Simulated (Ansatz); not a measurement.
Ru, cell Ru48, held well above this temperature first, below the measured melting point of 2607 K (tabulated, unchecked) (supercooled) [in the run: it was liquid; mean temperature 2571 K (target 2820 K); density 10.25 g/cm³; mean pressure -1.8 GPa against a target of 0; one k-point, which a denser mesh shifts by 0.1 GPa in pressure and 0.06 eV/Å in forces].  Bonds are counted up to Ru-Ru 3.70 Å.

Question: What distribution of Ru-Ru-Ru angles does PBE run with Ansatz (a first-principles code) give?

Answer: mean 96°, standard deviation 34°.
```csv
angle (°),p (1/°)
1.5,0.0000
4.5,0.0000
7.5,0.0000
10.5,0.0000
13.5,0.0000
16.5,0.0000
19.5,0.0000
22.5,0.0000
25.5,0.0000
28.5,0.0000
31.5,0.0000
34.5,0.0001
37.5,0.0008
40.5,0.0027
43.5,0.0056
46.5,0.0090
49.5,0.0113
52.5,0.0128
55.5,0.0135
58.5,0.0129
61.5,0.0118
64.5,0.0103
67.5,0.0090
70.5,0.0079
73.5,0.0071
76.5,0.0069
79.5,0.0070
82.5,0.0071
85.5,0.0074
88.5,0.0081
91.5,0.0085
94.5,0.0089
97.5,0.0095
100.5,0.0098
103.5,0.0099
106.5,0.0099
109.5,0.0098
112.5,0.0097
115.5,0.0091
118.5,0.0088
121.5,0.0083
124.5,0.0078
127.5,0.0071
130.5,0.0068
133.5,0.0065
136.5,0.0061
139.5,0.0059
142.5,0.0055
145.5,0.0051
148.5,0.0047
151.5,0.0044
154.5,0.0041
157.5,0.0036
160.5,0.0031
163.5,0.0028
166.5,0.0023
169.5,0.0019
172.5,0.0013
175.5,0.0008
178.5,0.0003
```
